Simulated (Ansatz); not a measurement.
The parent structure is Mo in the bcc (W type) structure (space group Im-3m, No. 229; relaxed with 0.1 eV smearing).

```
CELL_PARAMETERS angstrom
     -1.57548     1.57548     1.57548
      1.57548    -1.57548     1.57548
      1.57548     1.57548    -1.57548
ATOMIC_POSITIONS crystal
  Mo 0.00000 0.00000 0.00000
```

Cartesian axes are those of the cell as printed.

The values are results of r2SCAN (Ansatz, an electronic-structure program), no spin-orbit coupling, not measurements.

Base values:

The pressure is 0.0 GPa and the shortest interatomic distance comes out as 2.729 Å.

Perturbation: uniaxial strain ε_yy = −0.73 %, all other strain components held at zero; the atoms relax in the strained cell.

**Question.** How does this affect the energy relative to the base, pressure and shortest interatomic distance?

**Answer.** The energy rises by 1.3 meV/atom; the pressure (mean of the normal stresses, compression positive) goes from zero to 2.0 GPa; the shortest interatomic distance drops by 0.007 Å to 2.722 Å.

Whether these cells are dynamically stable was not tested. All final runs are without spin polarisation.
